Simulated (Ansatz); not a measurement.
**Pt: response to strain**

Start from Pt in the fcc (Cu type) structure (space group Fm-3m, No. 225; relaxed with 0.1 eV smearing).

```
CELL_PARAMETERS angstrom
      0.00000     1.95989     1.95989
      1.95989     0.00000     1.95989
      1.95989     1.95989     0.00000
ATOMIC_POSITIONS crystal
  Pt 0.00000 0.00000 0.00000
```

Cartesian axes are those of the cell as printed.

Strains are applied to the cell and any free atomic positions relax.

Level of theory: PBEsol (Ansatz, a program for electronic structure), no spin-orbit coupling.

Notes on the quantities. energy relative to the base: free energy F.

```csv
uniaxial strain ε_zz (%),energy relative to the base (meV/atom)
-3,16.1
-2.5,11.0
-2,?
-1.5,3.9
-1,1.7
-0.5,0.4
0,0.0
```

**Question.** Fit ΔE = Aε² + Bε³ (ε in %) to the rows shown and predict the withheld row.

**Answer.** Least squares on the printed values gives A = 1.65 and B = -0.045 meV/atom (largest residual 0.0 meV/atom); this predicts 7.0 meV/atom, and the run gives 7.0 meV/atom, in agreement.

Stability against distortions was not tested. The final runs are not spin-polarised.
